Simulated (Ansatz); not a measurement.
Base system: Pb in the fcc (Cu type) structure (space group Fm-3m, No. 225; relaxed with 0.1 eV smearing).

```xyz
1
Lattice="0.0000 2.4671 2.4671 2.4671 0.0000 2.4671 2.4671 2.4671 0.0000" Properties=species:S:1:pos:R:3 pbc="T T T"
Pb     0.0000     0.0000     0.0000
```

Cartesian axes are those of the cell as printed.

Method: Kohn–Sham DFT with the PBEsol functional, run in Ansatz (a program for electronic structure) with PAW and 420 eV plane waves, spin-orbit coupling left out.

Strains are applied to the cell and any free atomic positions relax; under biaxial strain the out-of-plane vector relaxes too.

One change was made to it. Results:

```csv
quantity,base,after
energy relative to the base (free energy F),0 meV/atom,+1.0 meV/atom
band gap,zero,zero
```

Name the change that was made.
(A) biaxial strain −2.08 %, plane normal [111], relaxed out of plane
(B) biaxial strain +2.08 %, plane normal [111], relaxed out of plane
(C) biaxial strain +0.83 %, plane normal [111], relaxed out of plane

C, biaxial strain +0.83 %, plane normal [111], relaxed out of plane. For comparison, the energy relative to the base in the other runs: biaxial strain −2.08 %, plane normal [111], relaxed out of plane gives +6.9 meV/atom; biaxial strain +2.08 %, plane normal [111], relaxed out of plane gives +5.6 meV/atom.

No phonon test of stability was made.
